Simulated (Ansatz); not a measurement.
How far to go with the plane-wave cutoff: V3Au (Pmm2, 8 atoms in the cell)

```yaml
crystal:
  lattice:
    - [4.87746, 0.00000, 0.00000]
    - [0.00000, 4.87746, 0.00000]
    - [0.00000, 0.00000, 4.87746]
  atoms:
    - { symbol: V, position: [0.50000, 0.25000, 0.00000], spin: 2.0 }
    - { symbol: V, position: [0.50000, 0.75000, 0.00000], spin: 2.0 }
    - { symbol: V, position: [0.26025, 0.00000, 0.50000], spin: 2.0 }
    - { symbol: V, position: [0.75000, 0.00000, 0.50000], spin: 2.0 }
    - { symbol: V, position: [0.00000, 0.50000, 0.25000], spin: 2.0 }
    - { symbol: V, position: [0.00000, 0.50000, 0.75000], spin: 2.0 }
    - { symbol: Au, position: [0.50000, 0.50000, 0.50000] }
    - { symbol: Au, position: [0.00000, 0.00000, 0.00000] }
```
(The spins are starting values, not results.)

Method of the run: LDA (PW92), default PAW files made with PBE (plane waves; Ansatz, a program for electronic structure).

Base settings: basis.ecutwfc = 420 eV; kpoints.mp_grid.grid = 3 3 3; hamiltonian.xc = lda; hamiltonian.pseudopotentials = {kind: paw} (the program's default PAW files); magnetization.spin_polarized = true; scf.occupations.method = fermi_dirac; scf.occupations.width = 0.1 eV.

The second cell is the first with its lattice scaled by 0.98.

The mesh stays at the base's, so the ladder's end is converged at best in this setting alone.

The first pressure column holds Ansatz's estimate of the finite-basis (Pulay) stress, which hides part of the cutoff error; the other is without it.

Only quantities that move along the ladder and can be compared are tabulated.

The count of work is k-points × plane waves × bands × iterations; it is no time. Core times come from one kind of shared machine, to one figure; runs under 30 s give none.

The starting cell comes from a database of computed structures (which also holds hypothetical and non-ambient phases and stackings), without a prior relaxation at this level. Its lattice was rescaled by up to half a per cent. One atom was moved a little off its site on purpose. The starting moments vanished: the run ended non-magnetic, which need not be the lowest state. The program warned that a starting moment was not kept. In the base run, with a pressure of about -13 GPa the cell is away from its equilibrium volume at this level. Without a gap this mesh is coarse (it stands for a supercell whose shortest vector is 15 Å).

Steps (basis.ecutwfc): 145 eV; 170 eV; 190 eV; 210 eV; 230 eV; 250 eV; 295 eV; 335 eV; 380 eV; 420 eV; 460 eV; 505 eV; 565 eV; 630 eV; 735 eV; 840 eV; 1010 eV.

Task: What is the coarsest basis.ecutwfc that holds the forces within 0.02 eV/Å of the last step, with all finer ones?

Result: 335 eV, at 0.19 of the last step's count of work; the step before is off by 0.025 eV/Å.

Task: What is the coarsest basis.ecutwfc that holds the free energy within 2 meV/atom of the last step, with all finer ones?

Result: 420 eV, at 0.27 of the last step's count of work; the step before is off by 4.8 meV/atom.

Task: What is the coarsest basis.ecutwfc that holds the pressure within 0.5 GPa of the last step, with all finer ones?

Result: 295 eV, at 0.16 of the last step's count of work; the step before is off by 0.96 GPa.

```csv
basis.ecutwfc,free energy less the last step's (meV/atom),energy of the compressed cell less the first (meV/atom),pressure (GPa),pressure without the Pulay estimate (GPa),largest difference of a force vector from the last step's (eV/Å),count of work / last,core time / last (rough)
145 eV,39745.05,75.53,-57.03,-1305.71,2.457,0.048,–
170 eV,20111.66,-449.93,-30.17,-790.09,0.103,0.065,–
190 eV,10354.30,415.52,-39.31,-476.31,0.971,0.082,–
210 eV,5707.87,-35.51,-11.69,-302.34,0.733,0.083,–
230 eV,2887.68,-78.03,-10.89,-181.51,0.427,0.10,–
250 eV,1411.35,-59.15,-12.51,-107.95,0.146,0.11,–
295 eV,238.62,-43.65,-13.83,-35.37,0.025,0.16,–
335 eV,39.24,-41.54,-13.32,-18.10,0.009,0.19,–
380 eV,4.78,-43.14,-13.49,-14.04,0.001,0.23,–
420 eV,1.41,-42.96,-13.46,-13.52,0.000,0.27,–
460 eV,0.99,-42.95,-13.46,-13.48,0.000,0.30,0.4
505 eV,0.82,-42.97,-13.46,-13.47,0.000,0.35,0.4
565 eV,0.66,-42.98,-13.46,-13.47,0.000,0.43,0.4
630 eV,0.41,-43.00,-13.46,-13.48,0.000,0.49,0.6
735 eV,0.14,-43.00,-13.46,-13.47,0.000,0.63,0.6
840 eV,0.08,-43.01,-13.46,-13.47,0.000,0.76,0.7
1010 eV,0.00,-43.01,-13.46,-13.47,0.000,1.0,1
```

The energy difference between the two cells stays within 1 meV/atom of the last step's from 380 eV on, the total only from 460 eV on: much of the error is common to both cells and cancels.

At the lowest cutoff the pressure without the Pulay estimate lies 1290 GPa under the last step's, the usual sign of Pulay stress in an incomplete plane-wave basis.

Keys are those of Ansatz 0.2.
